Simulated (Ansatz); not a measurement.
The reference is BeTe in the zinc blende structure (space group F-43m, No. 216).

```
CELL_PARAMETERS angstrom
      0.00000     2.82841     2.82841
      2.82841     0.00000     2.82841
      2.82841     2.82841     0.00000
ATOMIC_POSITIONS crystal
  Be 0.00000 0.00000 0.00000
  Te 0.25000 0.25000 0.25000
```

Cartesian axes are those of the cell as printed.

Level of theory: r2SCAN/PAW in Ansatz (a quantum-chemistry and plane-wave program), scalar-relativistic without spin-orbit coupling.

One thing is altered: tensor shear ε_xy = +1.14 % (engineering shear γ = 0.0228); the atoms relax in the strained cell.

**Question.** Predict the stress tensor and what it implies for the stiffness.

**Answer.** Stress of the strained cell less that of the base (GPa, compression positive):
```
   0.03   -1.19    0.00
  -1.19    0.03    0.00
   0.00    0.00   -0.01
```

Then −Δσ/γ with γ = 2ε = 0.0228 gives relaxed-ion elastic constants: C66 ≈ 52 GPa.

No phonon test of stability was made.
